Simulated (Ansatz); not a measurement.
**NaOH: pressure series**

The reference is NaOH (space group P2_1, No. 4; a = 3.4929 Å, b = 3.3936 Å, c = 5.0942 Å, α = γ = 90.00°, β = 106.12°; a cell from a computed database, its experimental status unchecked).

Cell and atoms are relaxed at each pressure.

Level of theory: DFT with PBEsol, PAW potentials and a 420 eV plane-wave cutoff in Ansatz (a first-principles code), spin-orbit coupling left out.

```json
[
 {"P (GPa)": "-2.00", "V (Å³/atom)": "10.320"},
 {"P (GPa)": "-1.00", "V (Å³/atom)": "9.961"},
 {"P (GPa)": "0.31", "V (Å³/atom)": "9.594"},
 {"P (GPa)": "0.70", "V (Å³/atom)": "9.505"},
 {"P (GPa)": "1.50", "V (Å³/atom)": "9.342"},
 {"P (GPa)": "2.99", "V (Å³/atom)": "9.077"},
 {"P (GPa)": "4.99", "V (Å³/atom)": "8.780"},
 {"P (GPa)": "7.50", "V (Å³/atom)": "8.470"},
 {"P (GPa)": "9.99", "V (Å³/atom)": "8.212"}
]
```

Task: Fit a third-order Birch–Murnaghan equation of state.

Result: Least squares on P(V) = (3B₀/2)[(V₀/V)^(7/3) − (V₀/V)^(5/3)]·[1 + (3/4)(B₀′ − 4)((V₀/V)^(2/3) − 1)] gives V₀ = 9.68 Å³/atom, B₀ = 38 GPa and B₀′ = 5.6.

Between the base and pressure 3 GPa the gap moves from 3.63 eV to 3.98 eV, a mean slope of 120 meV/GPa.

Load acts through the strain it causes; cell and atoms are relaxed under it. Stability against distortions was not tested. Competing high-pressure phases were not computed.
